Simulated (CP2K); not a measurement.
A self-consistent single point of Al3Sc (Pm-3m, 4 atoms in the cell) with CP2K.

Method of the run: PBEsol, GPW, DZVP-MOLOPT-SR-GTH basis, GTH-PBE potentials (GTH_POTENTIALS) run with CP2K 2026.2.

```
Al3Sc
1.0
    4.02579     0.00000     0.00000
    0.00000     4.02579     0.00000
    0.00000     0.00000     4.02579
Sc Al
1 3
Direct
  0.00000   0.00000   0.00000
  0.00000   0.50000   0.50000
  0.50000   0.00000   0.50000
  0.50000   0.50000   0.00000
```

Reference input (self-consistent single point, DFT PBE, GPW, DZVP-MOLOPT-SR-GTH basis, GTH-PBE potentials (GTH_POTENTIALS)): CUTOFF = 600 Ry; REL_CUTOFF = 50 Ry; SMEAR/METHOD = FERMI_DIRAC; ELECTRONIC_TEMPERATURE = 1578.21 K; KPOINTS/SCHEME = MONKHORST-PACK 7 7 7; XC_FUNCTIONAL = PBE; Sc/BASIS_SET = DZVP-MOLOPT-SR-GTH-q11; Sc/POTENTIAL = GTH-PBE-q11; Al/BASIS_SET = DZVP-MOLOPT-SR-GTH-q3; Al/POTENTIAL = GTH-PBE-q3; METHOD = GPW; EPS_DEFAULT = 1e-10. This run's input differs from it in these lines:

```diff
@@ -43,3 +43,6 @@
     &XC
-      &XC_FUNCTIONAL PBE
+      &XC_FUNCTIONAL
+        &PBE
+          PARAMETRIZATION PBESOL
+        &END PBE
       &END XC_FUNCTIONAL
```

Log, with long lists cut:

```
 SCF WAVEFUNCTION OPTIMIZATION

  Step     Update method      Time    Convergence         Total energy    Change
     1 NoMix/Diag. 0.30E+00      -     1.65206426       -53.6785009373 -5.37E+01
     2 Broy./Diag. 0.30E+00      -     0.02053023       -52.9289512605  7.50E-01
     3 Broy./Diag. 0.30E+00      -     0.05199839       -52.9243790740  4.57E-03
     4 Broy./Diag. 0.30E+00      -     0.02380434       -52.9673931599 -4.30E-02
     5 Broy./Diag. 0.30E+00      -     0.00469740       -52.8965099383  7.09E-02
     6 Broy./Diag. 0.30E+00      -     0.00113751       -52.8520629213  4.44E-02
   [... 5 lines left out ...]
    12 Broy./Diag. 0.30E+00      -     0.00000656       -52.8613908534 -1.24E-04
    13 Broy./Diag. 0.30E+00      -     0.00000086       -52.8613905544  2.99E-07
    14 Broy./Diag. 0.30E+00      -     0.00000071       -52.8613848604  5.69E-06
    15 Broy./Diag. 0.30E+00      -     0.00000009       -52.8613857163 -8.56E-07
  *** SCF run converged in    15 steps ***

  Overlap energy of the core charge distribution:               0.00000000000000
  Self energy of the core charge distribution:               -105.58405063536583
  Core Hamiltonian energy:                                     25.47523904795550
  Hartree energy:                                              35.84961837235567
  Exchange-correlation energy:                                 -8.59944346535777
  Electronic entropic energy:                                  -0.00274903593543
  Fermi energy:                                                 0.30836532412007

  Total energy:                                               -52.86138571634215
  Total energy (extrapolated to T->0):                        -52.86001119837443

                     Mulliken Population Analysis

   [... lines left out ...]

 STRESS| Analytical stress tensor [bar]
 STRESS|                        x                   y                   z
 STRESS|      x        4.39234080843E+04   1.11783742467E-05   1.11795058826E-05
 STRESS|      y        1.11783742467E-05   4.39234080843E+04   1.11806086597E-05
 STRESS|      z        1.11795058826E-05   1.11806086597E-05   4.39234080843E+04
 STRESS| 1/3 Trace                                             4.39234080843E+04
```

The run converged in 15 iterations. Against the reference run the pressure goes from 5.47 to 4.39 GPa.

The starting cell has typed, rounded lattice constants, without a prior relaxation at this level. Its lattice was rescaled by a random factor within 2.5 % of one. Values carry the incompleteness of an atom-centred basis. The potentials were made for another functional than the one used. With a pressure of about 4 GPa the cell is away from its equilibrium volume at this level.

Cost on one core of a shared machine: roughly 70 s.
